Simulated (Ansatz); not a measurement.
**Si (diamond structure), cut as [112] wire, round, centred on atom, 1.53 nm across, dimers on {100} faces where they fit, ended by OH and Si-O-Si bridges**

Cell contents Si60O28H26 (114 atoms). Vacuum separates the object from its periodic images.

Method: PBE (plane waves to 420 eV, PAW; Ansatz, a quantum-chemistry and plane-wave program).

k-points: Γ-centred 1×1×4 mesh; occupations: Fermi-Dirac, 0.020 eV; spin polarisation not allowed. Scalar-relativistic, no spin-orbit coupling.

 The period along the axis is held at the bulk value.

```
Quantity                                                                                                      Value
--------------------------------------------------------------------  ---------------------------------------------
electronic character                                                                                   not metallic
Kohn-Sham band gap                                                                                          1.47 eV
character of the gap on the mesh and a band path of the cell's zone                                        indirect
k-point of the valence-band top (reciprocal lattice units)                                    (0.000, 0.000, 0.000)
k-point of the conduction-band bottom (reciprocal lattice units)                              (0.000, 0.000, 0.500)
depth of the highest filled level under the vacuum level                                                    5.10 eV
depth of the lowest empty level under the vacuum level                                                      3.63 eV
weight of the highest filled level on the outer atoms and the ending                                           0.42
weight of the lowest empty level on the outer atoms and the ending                                             0.39
hole mass of the top band at the zone centre                                                  1.2 mₑ along the axis
change of bonding against the cut                                                                              none
number of neighbours within 2.837 Å (ending not counted)              2 for 4 atoms, 3 for 22 atoms, 4 for 34 atoms
mean Si-Si distance (least to greatest)                                                    2.378 Å (2.325 to 2.470)
cost of relaxation and final run                                                about 8 core-hours (a rough figure)
```
